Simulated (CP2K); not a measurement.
```
CELL_PARAMETERS angstrom
      5.96299     0.00000     0.00000
      3.26662     3.79442     0.00000
      2.69636    -0.84819     3.69840
ATOMIC_POSITIONS crystal
  Al 0.07906 0.42094 0.07906
  Al 0.42094 0.07906 0.42094
  Al 0.17094 0.82906 0.17094
  Al 0.82906 0.17094 0.82906
  Ru 0.75566 0.75566 0.74434
  Ru 0.50000 0.50000 0.50000
```

Level of theory: LDA (Pade form), GPW, DZVP-MOLOPT-SR-GTH basis, GTH-PADE potentials (GTH_POTENTIALS) run with CP2K.

The set-up and first iterations of a CP2K log for Al₂Ru (C2, 6 atoms in the cell):

```
 GLOBAL| Method name                                                        CP2K
 GLOBAL| Project name                                                      al2ru
 GLOBAL| Run type                                                   ENERGY_FORCE

 TOTAL NUMBERS AND MAXIMUM NUMBERS

  Total number of            - Atomic kinds:                                   2
                             - Atoms:                                          6
                             - Shell sets:                                     6
                             - Shells:                                        36
                             - Primitive Cartesian functions:                 30
                             - Cartesian basis functions:                    118
                             - Spherical basis functions:                    104

  Maximum angular momentum of- Orbital basis functions:                        3
   [... lines left out ...]
                        eps_scf:                                        1.00E-07
                        eps_diis:                                       1.00E-01
                        eps_eigval:                                     1.00E-05
                        level_shift [a.u.]:                             0.000000
                        added MOs                                         8    0
                        Mixing method:                            BROYDEN_MIXING
                                                charge density mixing in g-space
                        Smear method:                                FERMI_DIRAC
                        Electronic temperature [K]:                       1160.5
                        Electronic temperature [a.u.]:                  3.67E-03
                        Accuracy threshold:                             1.00E-10
                        No outer SCF

 Extrapolation method: initial_guess

 Number of electrons:                                                         44
 Number of occupied orbitals:                                                 22
 Number of molecular orbitals:                                                30

 Number of orbital functions:                                                104
 Number of independent orbital functions:                                    104
 SCF WAVEFUNCTION OPTIMIZATION

  Step     Update method      Time    Convergence         Total energy    Change
     1 NoMix/Diag. 0.40E+00      -   177.93476261      -204.1405222940 -2.04E+02
     2 Broy./Diag. 0.40E+00      -    79.83628167      -208.6356713413 -4.50E+00
     3 Broy./Diag. 0.40E+00      -    24.81851606      -223.9405854565 -1.53E+01
     4 Broy./Diag. 0.40E+00      -    22.96729598      -218.5324769575  5.41E+00
     5 Broy./Diag. 0.40E+00      -    12.02657550      -228.1000983345 -9.57E+00
     6 Broy./Diag. 0.40E+00      -    10.86365431      -229.5349057433 -1.43E+00
```

How does the run end?

The run ended unconverged after 100 iterations. It gives no final result for the task that was set. The log goes on:

```
   [... 90 lines left out ...]
    97 Broy./Diag. 0.40E+00      -     8.93168036      -238.6058245066  3.26E-01
    98 Broy./Diag. 0.40E+00      -    42.82204759      -238.8034433098 -1.98E-01
    99 Broy./Diag. 0.40E+00      -    10.99113949      -238.0927160189  7.11E-01
   100 Broy./Diag. 0.40E+00      -   322.90228159      -243.2266492146 -5.13E+00
  Leaving inner SCF loop after reaching   100 steps.

  Overlap energy of the core charge distribution:               0.00000000000059
  Self energy of the core charge distribution:               -358.45719587266751
  Core Hamiltonian energy:                                     92.45062847064553
  Hartree energy:                                             176.73084237194223
  Exchange-correlation energy:                               -153.94807402702517
  Electronic entropic energy:                                  -0.00295640284812
  Fermi energy:                                                 0.37129186487426

  Total energy:                                              -243.22664921455026
  Total energy (extrapolated to T->0):                       -243.22517101312621

 *******************************************************************************
 *   ___                                                                       *
   [... lines left out ...]
 * /| |                                                                        *
 * / \                                                            qs_scf.F:702 *
 *******************************************************************************

 ===== Routine Calling Stack =====

            4 scf_env_do_scf
            3 qs_energies
            2 qs_forces
            1 CP2K
Abort(1) on node 0 (rank 0 in comm 0): application called MPI_Abort(MPI_COMM_WORLD, 1) - process 0
```

The starting cell comes from a database of computed structures (which also holds hypothetical and non-ambient phases and stackings), without a prior relaxation at this level. Its lattice was rescaled by up to half a per cent. One atom was moved a little off its site on purpose. Values carry the incompleteness of an atom-centred basis.

The run was DFT LDA (Pade form), GPW, DZVP-MOLOPT-SR-GTH basis, GTH-PADE potentials (GTH_POTENTIALS). Main settings of its input:

* **CUTOFF**: 500 Ry
* **REL_CUTOFF**: 10 Ry
* **SMEAR/METHOD**: FERMI_DIRAC
* **ELECTRONIC_TEMPERATURE**: 1160.45 K
* **KPOINTS/SCHEME**: MONKHORST-PACK 3 3 3
* **XC_FUNCTIONAL**: PADE
* **Al/BASIS_SET**: DZVP-MOLOPT-SR-GTH
* **Al/POTENTIAL**: GTH-PADE-q3
* **Ru/BASIS_SET**: DZVP-MOLOPT-SR-GTH
* **Ru/POTENTIAL**: GTH-PADE-q16
* **METHOD**: GPW
* **EPS_DEFAULT**: 1e-10
